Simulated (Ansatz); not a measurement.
BN (F-43m), Ansatz (a first-principles code) with r2SCAN, rigid bands: Condition of this run: functional r2SCAN on the same cell. band gap 5.00 eV, N_c = 2.15e19 cm⁻³ and N_v = 8.27e19 cm⁻³ at 300 K, conductivity masses of 0.380 mₑ (electrons) and 0.674 mₑ (holes). Take k_BT = 0.02585 eV.

### Question
Find the intrinsic carrier density and the intrinsic Fermi level.

### Answer
n_i = √(N_c N_v) exp(−E_g/2k_BT) = 4.22e19 × exp(−96.70) = 4.2e-23 cm⁻³. The level lies (k_BT/2) ln(N_v/N_c) = 17 meV from mid-gap (positive towards the conduction band). Each 0.1 eV added to the gap lowers n_i by a factor of 6.9.

### Question
A film of it is 2 nm thick. Estimate the confinement energies in an infinite well.

### Answer
ħ²π²/(2m t²) = 0.376 eV·nm²/(m/mₑ × t²) gives 247 meV for electrons and 139 meV for holes, so the gap would widen to about 5.39 eV. Finite barriers and nonparabolic bands lower this, and with several valleys or bands the heaviest mass along the normal sets the lowest level, not this average.

### Question
What thermal injection velocity √(2k_BT/πm) limits a ballistic channel?

### Answer
8.73e6 cm/s for electrons and 6.55e6 cm/s for holes, a ratio of √(m_h/m_e) = 1.33, for dilute carriers.

Rigid, parabolic bands with the computed gap; masses take one relaxation time for all states. Spin-orbit coupling is left out. Geometry: cell and atoms relaxed with PBEsol.
